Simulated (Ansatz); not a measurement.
The parent structure is HfO2 (space group P4_2/nmc, No. 137; a = 3.567 Å, c = 5.166 Å).

The values are results of Kohn–Sham DFT with the PBEsol functional, run in Ansatz (an electronic-structure program) with PAW and 420 eV plane waves, no SOC, not measurements.

Base values:

| Property | Value |
|---|---|
| Band gap | 4.57 eV |
| Gap character | indirect, A → Γ |
| Volume per atom | 10.96 Å³ |

One thing is altered: S takes the place of O on all its sites; the structure is relaxed again.

**Question.** What happens to the band gap?

**Answer.** The band gap falls by 4.07 eV (4.57 eV → 0.50 eV).

**Question.** Estimate the effect on the gap character.

**Answer.** The gap character becomes indirect, Z → Γ (base: indirect, A → Γ).

**Question.** Predict the new volume per atom.

**Answer.** The volume per atom increases by 8.80 Å³ to 19.76 Å³.

Spin-orbit coupling, missing from the scalar runs, can matter with Hf. Whether these cells are dynamically stable was not tested. As relaxed here, HfS2 is a hypothetical phase, not in the database extracts checked. This is not the structure that HfO2 has at room temperature and ambient pressure.
